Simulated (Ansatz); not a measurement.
The reference is InP in the zinc blende structure (space group F-43m, No. 216; a = 5.907 Å).

All numbers come from r2SCAN, PAW, 500 eV (Ansatz, a first-principles code; scalar-relativistic without spin-orbit coupling).

Base values:

| Item | Result |
|---|---|
| Electron mass | 0.074 mₑ (at Γ) |

Now apply this change: every lattice vector is stretched by 2.00 %; the atoms relax in the strained cell.

**Question.** How does this affect the electron mass, mean gap deformation potential ΔEg/Δln V and energy relative to the base?

**Answer.** The electron mass becomes 0.051 mₑ (at Γ) (base: 0.074 mₑ (at Γ)); the mean gap deformation potential ΔEg/Δln V amounts to -5.8 eV; the energy rises by 18 meV/atom.

Effective masses come from finite differences of ±0.01 Å⁻¹. Stability against distortions was not tested.
